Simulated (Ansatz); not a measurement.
# AlN in the wurtzite structure (space group P6_3mc, No. 186)

```
AlN
1.0
    3.11382     0.00000     0.00000
   -1.55691     2.69665     0.00000
    0.00000     0.00000     4.98358
Al N
2 2
Cartesian
  0.00000   1.79777   4.96567
  1.55691   0.89888   2.47388
  0.00000   1.79777   1.88575
  1.55691   0.89888   4.37754
```

Calculations: Ansatz (a program for electronic structure), PBEsol, PAW, cutoff 420 eV, without spin-orbit coupling. Γ-centred 12×12×7 mesh, Fermi–Dirac width 0.05 eV.

| Property | Value |
|---|---|
| Volume per atom | 10.46 Å³ |
| Density | 3.25 g/cm³ |
| Band gap | 4.09 eV, direct at Γ |
| Total energy | -452.979 eV/atom (σ→0; compares only within this code and set-up) |

Whether these cells are dynamically stable was not tested.
